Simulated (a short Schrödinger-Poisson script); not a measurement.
**Symmetric double-gate stack, SiO2 on p-type Si(100)**

Structure: symmetric double-gate stack, SiO2 on p-type Si(100), at 300 K.

| layer | material | thickness (nm) | Na (cm⁻³) |
|---|---|---|---|
| 1 | SiO2 | 1.9 | - |
| 2 | Si | 3 | 7e15 |
| 3 | SiO2 | 1.9 | - |

Constants are typed, rounded textbook-type inputs, not results; the design itself was drawn at random and stands for no fabricated device. SiO2: permittivity 3.9, conduction-band edge (eV) 3.15, gap (eV) 9, electron mass (mₑ) 0.5. Si: permittivity 11.7, conduction-band edge (eV) 0, gap (eV) 1.124, Nv at 300 K (cm⁻³) 3.1e19.

Channel valleys (confinement mass, in-plane density-of-states mass, number): Δ2 0.916, 0.19, 2; Δ4 0.19, 0.417, 4. At the gates, both at one voltage, the conduction-band edge of layer 1 lies 3.25 eV − eVg above the Fermi level of the channel. Gaps are held at their typed values at every temperature. Mesh 0.03 nm at interfaces.

Solved with a short Schrödinger-Poisson script written for these runs: 1D Poisson equation in equilibrium, electrons quantum, Hartree (BenDaniel-Duke, 12 states a valley, the channel's in-plane mass for all, wave functions free to enter the dielectric), parabolic valleys, classical holes, full ionisation, no traps, pinning or gate leakage.

```tsv
Vg (V)	electrons (cm⁻²)	C (μF/cm²)	Δ2 E0 (meV)	Δ2 E1 (meV)	Δ4 E0 (meV)	Δ4 E1 (meV)
-0.2	8.57e6	< 0.003	341.0	463.3	437.0	856.6
-0.1	4.10e8	< 0.003	241.0	363.3	337.0	756.6
0	1.89e10	0.115	141.9	264.2	237.9	657.5
0.1	4.07e11	1.38	61.5	183.2	157.4	576.2
0.2	1.62e12	2.33	22.8	142.7	118.1	534.5
0.3	3.19e12	2.64	1.7	119.2	96.2	509.6
0.4	4.88e12	2.78	-13.2	101.9	80.6	490.8
0.5	6.64e12	2.86	-24.8	87.8	68.3	475.2
0.6	8.45e12	2.92	-34.3	75.8	58.0	461.7
0.7	1.03e13	2.97	-42.4	65.2	49.2	449.6
0.8	1.21e13	3.01	-49.4	55.8	41.5	438.8
0.9	1.40e13	3.04	-55.5	47.4	34.8	428.9
1	1.59e13	3.06	-60.9	39.7	28.8	419.7
1.1	1.79e13	3.09	-65.6	32.7	23.5	411.3
1.2	1.98e13	3.11	-70.0	26.1	18.6	403.3
1.3	2.17e13	3.12	-73.9	20.0	14.1	395.9
1.4	2.37e13	3.14	-77.5	14.3	10.0	388.8
1.5	2.57e13	3.15	-80.8	8.9	6.2	382.0
1.6	2.76e13	3.16	-83.9	3.8	2.7	375.6
```

Gate voltages with under 1e6 electrons/cm² are left out.

Subbands count from the Fermi level. The capacitance is that of both gates.
